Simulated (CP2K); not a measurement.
```
LaBi2ClO4
1.0
    3.98890     0.00000     0.00000
    0.00000     3.98890     0.00000
    0.00000     0.00000     9.33319
La Bi Cl O
1 2 1 4
Cartesian
  0.02829  -0.06675  -0.00596
  2.00307   1.91803   2.57488
  1.97971   2.00478   6.71556
  0.00096  -0.02168   4.73355
  0.00463   1.95650   1.52663
 -0.00080   2.04129   7.84420
  1.99913   0.05775   1.45575
  1.96281   0.08786   7.82157
```

Level of theory: CP2K 2026.2 with LDA (Pade form), GPW, DZVP-MOLOPT-SR-GTH basis, GTH-PADE potentials (GTH_POTENTIALS).

The set-up and first iterations of a CP2K log for LaBi2ClO4 (P1, 8 atoms in the cell):

```
 GLOBAL| Method name                                                        CP2K
 GLOBAL| Project name                                                  labi2clo4
 GLOBAL| Run type                                                   ENERGY_FORCE

 CELL| Volume [angstrom^3]:                                           148.503403
 CELL| Vector a [angstrom]:       3.989     0.000     0.000   |a| =     3.988900
 CELL| Vector b [angstrom]:       0.000     3.989     0.000   |b| =     3.988900
 CELL| Vector c [angstrom]:       0.000     0.000     9.333   |c| =     9.333190
 CELL| Angle (b,c), alpha [degree]:                                    90.000000
 CELL| Angle (a,c), beta  [degree]:                                    90.000000
 CELL| Angle (a,b), gamma [degree]:                                    90.000000
 CELL| Numerically orthorhombic:                                             YES
   [... lines left out ...]
 BRILLOUIN| K-point symmetry accuracy                               0.100000E-05
 BRILLOUIN| K-Point point group symmetrization                               OFF
 BRILLOUIN| Wavefunction type                                            COMPLEX
 BRILLOUIN| List of Kpoints [2 Pi/Bohr]                                       56
 BRILLOUIN| Number           Weight            X              Y              Z
 BRILLOUIN|     1           0.01852       -0.33333       -0.33333       -0.33333
 BRILLOUIN|     2           0.01852       -0.33333       -0.33333        0.00000
 BRILLOUIN|     3           0.01852       -0.33333       -0.33333        0.33333
   [... 53 lines left out ...]
 *******************************************************************************

 Extrapolation method: initial_guess

 Re-scaling the density matrix to get the right number of electrons
                  # Electrons              Trace(P)               Scaling factor
                           52                52.000                        1.000

 Number of electrons:                                                         52
 Number of occupied orbitals:                                                 26
 Number of molecular orbitals:                                                35

 Number of orbital functions:                                                117
 Number of independent orbital functions:                                    117
 SCF WAVEFUNCTION OPTIMIZATION

  Step     Update method      Time    Convergence         Total energy    Change
     1 NoMix/Diag. 0.20E+00      -     1.21440868      -122.4390405259 -1.22E+02
     2 Broy./Diag. 0.20E+00      -     0.11712675      -114.6455322050  7.79E+00
     3 Broy./Diag. 0.20E+00      -     0.24853303      -118.7770402176 -4.13E+00
     4 Broy./Diag. 0.20E+00      -     0.04399619      -122.4604819625 -3.68E+00
     5 Broy./Diag. 0.20E+00      -     0.12667570      -121.3099868802  1.15E+00
     6 Broy./Diag. 0.20E+00      -     0.02862335      -122.6416123609 -1.33E+00
```

Will this run converge, and how will it end?

The run converged in 29 iterations. Convergence of the loop says nothing yet on basis, mesh or lower states. It ends on: free energy E − TS -3328.1380 eV; top of the valence band (on the code's own zero) 3.98 eV; gap on the k-point mesh 1.12 eV; pressure -4.42 GPa; largest force (vector length) 0.674 eV/Å. The log goes on:

```
   [... 19 lines left out ...]
    26 Broy./Diag. 0.20E+00      -     0.00000044      -122.3068107488  7.20E-06
    27 Broy./Diag. 0.20E+00      -     0.00000034      -122.3068181138 -7.37E-06
    28 Broy./Diag. 0.20E+00      -     0.00000033      -122.3068210125 -2.90E-06
    29 Broy./Diag. 0.20E+00      -     0.00000006      -122.3068180698  2.94E-06
  *** SCF run converged in    29 steps ***

  Overlap energy of the core charge distribution:               0.00000000530109
  Self energy of the core charge distribution:               -284.87603560444876
  Core Hamiltonian energy:                                     71.51427148579555
  Hartree energy:                                             114.81579109767583
  Exchange-correlation energy:                                -23.76084505416591
  Electronic entropic energy:                                  -0.00000000000005
  Fermi energy:                                                 0.16412230313215

  Total energy:                                              -122.30681806984225
  Total energy (extrapolated to T->0):                       -122.30681806984222

                     Mulliken Population Analysis

 #  Atom  Element  Kind  Atomic population                           Net charge
   [... lines left out ...]
 FORCES| Total atomic force                                       4.94882610E-04

 STRESS| Analytical stress tensor [bar]
 STRESS|                        x                   y                   z
 STRESS|      x       -4.43257109104E+04   6.30112133513E+01  -2.55566422688E+03
 STRESS|      y        6.30112133513E+01  -4.34899469663E+04   9.08083748582E+03
 STRESS|      z       -2.55566422688E+03   9.08083748582E+03  -4.46937990417E+04
 STRESS| 1/3 Trace                                            -4.41698189728E+04
```

For comparison: a first run was changed to give this one (atoms moved at random), and from it to this one the free energy rises by 12.6 meV/atom, the pressure goes from -4.99 to -4.42 GPa, the largest force goes from 0.164 to 0.674 eV/Å and the gap on the mesh goes from 1.099 to 1.115 eV.

The starting cell comes from a database of computed structures (which also holds hypothetical and non-ambient phases and stackings), without a prior relaxation at this level. For this run, on top of that: atoms moved at random. Spin-orbit coupling is off. Values carry the incompleteness of an atom-centred basis. With a pressure of about -4 GPa the cell is away from its equilibrium volume at this level.

The run was DFT LDA (Pade form), GPW, DZVP-MOLOPT-SR-GTH basis, GTH-PADE potentials (GTH_POTENTIALS). Main settings of its input:

- CUTOFF = 500 Ry
- REL_CUTOFF = 50 Ry
- SMEAR/METHOD = FERMI_DIRAC
- ELECTRONIC_TEMPERATURE = 232.09 K
- KPOINTS/SCHEME = MONKHORST-PACK 6 6 3
- GAMMA_CENTERED = T
- XC_FUNCTIONAL = PADE
- La/BASIS_SET = DZVP-MOLOPT-SR-GTH-q11
- La/POTENTIAL = GTH-PADE-q11
- Bi/BASIS_SET = DZVP-MOLOPT-SR-GTH-q5
- Bi/POTENTIAL = GTH-PADE-q5
- Cl/BASIS_SET = DZVP-MOLOPT-SR-GTH-q7
